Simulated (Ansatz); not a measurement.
O interstitial started as a split pair with O in alpha quartz (the name describes the start): one set of geometries, relaxed with PBE, evaluated in Ansatz (PAW, plane waves to 420 eV, 500 eV under r2SCAN) with PBE, r2SCAN.

Details: 243-site cell; Γ-point k-points; start: split with O; charged states image-corrected; corrections reach 1.1 eV, so highly charged states may be off by several tenths; flagged in the runs: a host whose relaxation on this sampling wasn't shown to rest, a strain field that reaches the edge of the cell, zone-centre sampling.

```csv
quantity,PBE,r2SCAN
host gap (eV),5.68,(withheld)
ε(0/−1) above the VBM (eV),2.90,(withheld)
ε(−1/−2) above the VBM (eV),3.16,(withheld)
neutral formation energy against O2 molecule in a box (eV),1.99,(withheld)
largest moment on one atom at charge −1 (μB),0.42,(withheld)
```

Given the lower rungs, what does r2SCAN give?


- host gap (eV), r2SCAN: 6.32
- ε(0/−1) above the VBM (eV), r2SCAN: 3.22
- ε(−1/−2) above the VBM (eV), r2SCAN: 3.54
- neutral formation energy against O2 molecule in a box (eV), r2SCAN: 1.97
- largest moment on one atom at charge −1 (μB), r2SCAN: 0.45

Ansatz is a program for electronic structure.
